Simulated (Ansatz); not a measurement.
Y₂Hf₂O₇ (Fd-3m, No. 227, 22 atoms in the cell; start mp-561442), treated with PBEsol+SOC in Ansatz (plane waves, PAW).

Settings: plane-wave cutoff 520 eV, 6×6×6 k mesh, Fermi–Dirac smearing 0.01 eV, PAW data made under PBE.

Cell (relaxed with PBEsol):

Space group Fd-3m, origin choice 1 (No. 227); a = 10.406 Å, b = 10.406 Å, c = 10.406 Å, α = 90.00°, β = 90.00°, γ = 90.00°

| atom | site | symmetry | x | y | z |
|---|---|---|---|---|---|
| Y | 16d | .-3m | 0.6250 | 0.6250 | 0.6250 |
| Hf | 16c | .-3m | 0.1250 | 0.1250 | 0.1250 |
| O | 48f | 2.mm | 0.0000 | 0.0000 | 0.2146 |
| O | 8b | -43m | 0.5000 | 0.5000 | 0.5000 |
(The calculation used a cell of 22 atoms; values per cell refer to that cell.)

Estimate the band gap that the calculation returns.


* **band gap**: 2.95 eV (direct)

Computed values are for the static lattice.

Computing time: around 50 core-minutes (rough).

A start named mp-… is a Materials Project structure, which need not be a measured phase.

Ansatz is a quantum-chemistry and plane-wave program.
